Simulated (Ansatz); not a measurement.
The starting structures come from a database of crystals and need not be the phases stable at ambient conditions.

 Where the default PAW files enter, the runs use the earlier of Ansatz's two default sets.

Consider the following.

```
O2Si
1.0
    5.06052     0.00000     0.00000
   -2.53026     4.38254     0.00000
    0.00000     0.00000     5.54135
Si O
3 6
Direct
  0.50000   0.50000   0.33333
  0.00000   0.50000   0.00000
  0.50000   0.00000   0.66667
  0.20861   0.79139   0.83333
  0.41721   0.20861   0.50000
  0.20861   0.41721   0.16667
  0.79139   0.20861   0.83333
  0.58279   0.79139   0.50000
  0.79139   0.58279   0.16667
```

Space group of this cell: P6_422. The cell is taken as given.

Computed with r2SCAN (plane waves, PAW; Ansatz, a quantum-chemistry and plane-wave program).

The current runs along the normal of the first two printed vectors; no spin-orbit coupling. Scaled by the factor s: the length along the current (ions clamped). Meshes 12×12×6 and 12×12 across the current in all rows.

```tsv
s	mean pressure (GPa)	band gap (eV)
0.97	6.2	?
1.00	0.1	6.31
1.03	-5.3	6.10
```

Task: Take the slope of the band gap against ln s from the two given rows, extrapolate to s = 0.97, and say what the run there gives.

Result: Slope = (6.10 − 6.31) / ln 1.03 = -7.10 eV. The line gives 6.31 + (-7.10) × ln 0.97 = 6.53 eV. The run gives 6.45 eV, 0.08 eV under the line, 35 % of the predicted step.
